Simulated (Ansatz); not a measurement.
The starting structures come from a database of crystals and need not be the phases stable at ambient conditions.

 Where the default PAW files enter, the runs use the earlier of Ansatz's two default sets.

# Evanescent states of Tl₂SnF₆ (P-3m1, not sure to be the ambient phase, 9 atoms a cell, 18.9 Å³ an atom, -4 GPa at this level) along the normal of (100)

These are r2SCAN (plane waves, PAW; Ansatz, a program for electronic structure) values and carry that method's errors.

The gap is the functional's own. No spin-orbit coupling. Mid-gap values are interpolated on the energy grid.

Energies count from the valence-band top; κ is the least over a 6×6 mesh across the current.

| E (eV) | κ (1/Å) | where |
|---|---|---|
| 0.12 | 0.146 | off Γ |
| 0.36 | 0.237 | off Γ |
| 0.60 | 0.291 | off Γ |
| 0.84 | 0.329 | off Γ |
| 1.08 | 0.357 | off Γ |
| 1.32 | 0.375 | off Γ |
| 1.56 | 0.388 | off Γ |
| 1.80 | 0.396 | off Γ |
| 2.04 | 0.402 | off Γ |
| 2.28 | 0.404 | off Γ |
| 2.52 | 0.403 | off Γ |
| 2.76 | 0.399 | off Γ |
| 3.00 | 0.393 | off Γ |
| 3.24 | 0.383 | off Γ |
| 3.48 | 0.370 | off Γ |
| 3.72 | 0.354 | off Γ |
| 3.96 | 0.334 | off Γ |
| 4.20 | 0.308 | off Γ |
| 4.44 | 0.276 | off Γ |
| 4.68 | 0.228 | off Γ |
| 4.92 | 0.142 | off Γ |

Task: How thick must the barrier be to attenuate the transmission by 10^6 when the electrodes' Fermi level lies at 2.52 eV, and what attenuation does that film give at 0.12 eV?

Result: d = 6 ln 10 / (2 × 0.403) = 17.1 Å. At 0.12 eV it gives 6 × 0.146/0.403 = 2.2 decades.
